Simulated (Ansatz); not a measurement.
The parent structure is Ga2S3 (space group Cc, No. 9; a = 11.1225 Å, b = 6.3929 Å, c = 7.0040 Å, α = 90.00°, β = 121.02°, γ = 90.00°).

Method: DFT with PBEsol, PAW potentials and a 420 eV plane-wave cutoff in Ansatz (a first-principles code), scalar-relativistic without spin-orbit coupling.

Before the change:

| Item | Value |
|---|---|
| Volume per atom | 21.34 Å³ |

Now apply this change: hydrostatic tension (pressure −1 GPa).

Estimate the effect on the mean gap deformation potential ΔEg/Δln V and volume per atom.

The mean gap deformation potential ΔEg/Δln V is -1.3 eV; the volume per atom rises by 0.72 Å³, from 21.34 Å³ to 22.06 Å³.

Load acts through the strain it causes; cell and atoms are relaxed under it. Stability against distortions was not tested.
